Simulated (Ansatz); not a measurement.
Input and output of a self-consistent single point for LiHF2 (R3m, 4 atoms in the cell) (Ansatz, a quantum-chemistry and plane-wave program).

Computed with LDA (PW92), default PAW files made with PBE (plane waves; Ansatz).

The change in words: 1 x 1 x 1 supercell, one F atom moved by 0.02 angstrom along z; scf.occupations.method: fixed → fermi_dirac; scf.occupations.width: default → 0.05 eV. Reference geometry:
```yaml
crystal:
  lattice:
    - [1.46258, 0.84442, 4.35359]
    - [-1.46258, 0.84442, 4.35359]
    - [0.00000, -1.68885, 4.35359]
  atoms:
    - { symbol: Li, position: [0.00000, 0.00000, 0.00000] }
    - { symbol: H, position: [0.50000, 0.50000, 0.50000] }
    - { symbol: F, position: [0.41331, 0.41331, 0.41331] }
    - { symbol: F, position: [0.58669, 0.58669, 0.58669] }
```

Reference input (self-consistent single point, DFT, LDA (PW92), plane waves, default PAW files made with PBE): basis.ecutwfc = 420 eV; kpoints.mp_grid.grid = 10 10 10; hamiltonian.xc = lda; hamiltonian.pseudopotentials = {kind: paw} (the program's default PAW files); scf.occupations.method = fixed. This run's input differs from it in these lines:

```diff
@@ -9,3 +9,3 @@
     - { symbol: H, position: [0.50000000, 0.50000000, 0.50000000] }
-    - { symbol: F, position: [0.41330700, 0.41330700, 0.41330700] }
+    - { symbol: F, position: [0.41483800, 0.41483800, 0.41483800] }
     - { symbol: F, position: [0.58669300, 0.58669300, 0.58669300] }
@@ -22,3 +22,4 @@
   occupations:
-    method: fixed
+    method: fermi_dirac
+    width: 0.05
 output:
```

The program printed (abridged):

```
SCF iter   1: F=—  HF=-1808.787834 eV  |F-HF|=—  |Δ(HF+E_count)|=         —  Δρ=1.75e-2  dr2=6.94e-2  ethr=1.77e-3  ⟨swp⟩=4.9  Hψ=7423  notcnv=0
all-band conjugate gradients solve this SCF's bands
preconditioner: auto → none
SCF iter   2: F=—  HF=-1808.764711 eV  |F-HF|=—  |Δ(HF+E_count)|=   2.31e-2  Δρ=7.44e-3  dr2=6.53e-3  ethr=3.85e-4  ⟨swp⟩=2.5  Hψ=3692  notcnv=0
SCF iter   3: F=—  HF=-1808.761775 eV  |F-HF|=—  |Δ(HF+E_count)|=   2.94e-3  Δρ=1.78e-3  dr2=5.03e-4  ethr=3.63e-5  ⟨swp⟩=2.0  Hψ=2731  notcnv=0
SCF iter   4: F=—  HF=-1808.761414 eV  |F-HF|=—  |Δ(HF+E_count)|=   3.61e-4  Δρ=3.96e-4  dr2=2.81e-5  ethr=2.79e-6  ⟨swp⟩=2.4  Hψ=2007  notcnv=0
SCF iter   5: F=—  HF=-1808.761399 eV  |F-HF|=—  |Δ(HF+E_count)|=   1.47e-5  Δρ=6.91e-5  dr2=6.65e-7  ethr=1.56e-7  ⟨swp⟩=2.6  Hψ=2424  notcnv=0
SCF iter   6: F=—  HF=-1808.761399 eV  |F-HF|=—  |Δ(HF+E_count)|=   7.52e-8  Δρ=4.92e-5  dr2=4.72e-7  ethr=5.56e-10  ⟨swp⟩=5.8  Hψ=7242  notcnv=0
SCF iter   7: F=-1808.761399 eV  HF=-1808.761399 eV  |F-HF|=1.17e-9  |Δ(HF+E_count)|=   1.38e-7  Δρ=4.46e-6  dr2=2.54e-9  ethr=5.56e-10  ⟨swp⟩=3.0  Hψ=5854  notcnv=0
SCF 1 converged in 7 iterations: F = -1808.761399 eV  dr2 = 2.54e-9
Free energy (F): -1808.761399 eV
Internal energy: -1808.761399 eV  (E = F + TS)
E sigma→0 (E₀):  -1808.761399 eV
Fermi energy:    3.117083 eV
--- Forces (eV/Å), atoms counted from 1 ---
  atom   1  Li     0.00000000     0.00000000    -0.00474602
  atom   2  H      0.00000000    -0.00000000     0.10248428
  atom   3  F     -0.00000000    -0.00000000    -0.65594832
  atom   4  F      0.00000000     0.00000000     0.55820939
--- Stress (GPa, compression-positive) ---
       -2.036076       0.000000       0.000000
        0.000000      -2.036076       0.000000
        0.000000       0.000000       2.513913
  P = ⅓ Tr σ = -0.5194 GPa (-5.194 kbar)
  The stress holds the Pulay correction. Without it, at fixed plane waves, as pw.x and ABINIT print it: P = -1.6127 GPa
```

The run converged in 7 iterations. Against the reference run the free energy goes up by 2.3 meV/atom, the pressure goes from -1.32 to -0.52 GPa, the largest force goes from 0.259 to 0.656 eV/Å and the gap on the mesh goes from 8.135 to 8.171 eV.

The starting cell comes from a database of computed structures (which also holds hypothetical and non-ambient phases and stackings), without a prior relaxation at this level. Its lattice was rescaled by up to half a per cent. For this run, on top of that: 1 x 1 x 1 supercell, one F atom moved by 0.02 angstrom along z. Ansatz's pressure includes its estimate of the finite-basis (Pulay) stress. Without the estimate this run gives -1.61 GPa.

Keys are those of Ansatz 0.2.
